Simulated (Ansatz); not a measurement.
Consider HfB$_{2}$ (space group P6/mmm, No. 191; a = 3.128 Å, c = 3.446 Å; relaxed with 0.1 eV smearing). Axes: x lies along a and z along c of the hexagonal cell.

The change: uniaxial stress, 8 GPa tension along z; all other stress components relax to zero.

Levels (all Ansatz, a first-principles code, PAW): PBEsol (420 eV, spin-orbit coupling left out); PBEsol+SOC (420 eV, spin-orbit coupling included).

The geometry is relaxed with PBEsol.

- PBEsol pressure = -2.7 GPa

Q: How does going to PBEsol+SOC change the pressure?

A: The pressure falls by 0.37 GPa (-2.7 GPa → -3.0 GPa).

Single points use the geometry relaxed with PBEsol. Differences between runs with and without spin-orbit coupling are approximate. Load acts through the strain it causes; cell and atoms are relaxed under it. Beyond what the load breaks, stability against distortions was not tested. The runs without spin-orbit coupling are not spin-polarised.
